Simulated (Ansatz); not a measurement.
W$_{2}$C (Pnnm), PBEsol, DFPT electron-phonon coupling, linearised Boltzmann equation (Ansatz, a quantum-chemistry and plane-wave program): phonon-limited resistivity 13.6 μΩ·cm at 300 K along x (a = (4.67, 0.00, 0.00) Å; b = (0.00, 5.24, 0.00) Å; c = (0.00, 0.00, 3.01) Å), 18.8 μΩ·cm at 400 K, current-weighted mean free path 4.6 nm, Drude plasma energy 7.49 eV.

Problem. Estimate the electronic thermal conductivity at 300 K by the Wiedemann-Franz law (L₀ = 2.44×10⁻⁸ W·Ω/K²).

Solution. L₀T/ρ = 2.44×10⁻⁸ × 300/(13.6×10⁻⁸) = 53.8 W/(m·K). Inelastic scattering puts the true Lorenz number somewhat under L₀ near and below the Debye temperature.

Problem. What Drude relaxation time do resistivity and plasma energy imply?

Solution. ω_p = 1.14e16 s⁻¹, so τ = 1/(ε₀ ω_p² ρ) = 6.41 fs, a damping ħ/τ of 103 meV.

Problem. What temperature coefficient of resistance follows, and how does it compare with 1/T?

Solution. (ρ₄₀₀ − ρ₃₀₀)/(100 K × ρ₃₀₀) = 3.82×10⁻³ K⁻¹, against 1/T = 3.33×10⁻³ K⁻¹ for a resistivity proportional to T. It lies higher because phonons are still being populated at 300 K; impurities would add a constant and lower it.

A metal at this level (no band gap). Only scattering by harmonic phonons is included (no impurities, grain boundaries, electron-electron scattering or thermal expansion). Spin-orbit coupling is left out, which matters with elements this heavy. Halving the electron mesh (20x16x28) moves the resistivity by up to 8 % at 300 K, the mean free path by up to 5 %. Smearing 0.20 eV; phonons on a 3x3x5 q mesh, which this run doesn't test.

Computed structure with no diffraction record at hand here (it may be known, metastable or hypothetical): W2C (Pnnm).
